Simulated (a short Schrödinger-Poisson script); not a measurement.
Stack: gated Al0.4Ga0.6N/GaN polarisation-induced gas, at 300 K.

```
layer     material  thickness (nm)  Na (cm⁻³)
-----  -----------  --------------  ---------
1      Al0.4Ga0.6N              30          -
2              GaN            6000       4e14
```

The device is made up for the run: typed textbook-type constants, with dimensions and the other settings drawn at random. Al0.4Ga0.6N: permittivity 9.26, conduction-band edge (eV) 0.58, gap (eV) 4.258, electron mass (mₑ) 0.248, Nv at 300 K (cm⁻³) 4.6e19. GaN: permittivity 9.5, conduction-band edge (eV) 0, gap (eV) 3.43, Nv at 300 K (cm⁻³) 4.6e19.

Channel valleys (confinement mass, in-plane density-of-states mass, number): Γ 0.2, 0.2, 1. At the gate the conduction-band edge of layer 1 lies 1.36 eV − eVg above the Fermi level of the channel; the field vanishes at the back. Sheet of polarisation charge: +2e13 e/cm² at 30 nm from the gate. The barrier under the gate holds no holes. Gaps are held at their typed values at every temperature. Mesh 0.08 nm at interfaces.

From a short Schrödinger-Poisson script (our own, NumPy): 1D Poisson equation in equilibrium, electrons quantum, Hartree (BenDaniel-Duke, 40 states a valley, the channel's in-plane mass for all, wave functions free to enter the barrier), parabolic valleys, classical holes, full ionisation, no traps, pinning or gate leakage.

The same stack at other levels of the model or other numerical settings:

```
run                                                                  sheet density of all electrons at Vg = 0.5 V (cm⁻²)  sheet density of all electrons at Vg = -6.5 V (cm⁻²)  capacitance at Vg = 0.5 V (μF/cm²)  centroid of the channel electrons at Vg = 0.5 V (nm)  rough cost against the base
-------------------------------------------------------------------  ---------------------------------------------------  ----------------------------------------------------  ----------------------------------  ----------------------------------------------------  ---------------------------
base                                                                                                             1.85e13                                               6.97e12                               0.268                                                  1.86                      about 1
electrons treated as classical, Boltzmann                                                                        1.91e13                                               7.26e12                               0.272                                                     ?                         0.02
electrons treated as classical, Fermi-Dirac                                                                      1.85e13                                               7.05e12                               0.265                                                     ?                         0.10
electrons treated as quantum, Hartree plus LDA exchange-correlation                                              1.86e13                                               7.04e12                               0.267                                                  1.71                            2
mesh six times as coarse                                                                                         1.85e13                                               6.97e12                               0.268                                                     ?                          0.3
one subband a valley                                                                                             1.85e13                                               6.96e12                               0.266                                                  1.29                          0.6
```

What belongs in the gaps?


- mesh six times as coarse, centroid of the channel electrons at Vg = 0.5 V (nm): 1.80
- electrons treated as classical, Boltzmann, centroid of the channel electrons at Vg = 0.5 V (nm): 0.68
- electrons treated as classical, Fermi-Dirac, centroid of the channel electrons at Vg = 0.5 V (nm): 1.66

The classical rows ignore confinement, and Boltzmann statistics overrate the density once the band edge passes the Fermi level.
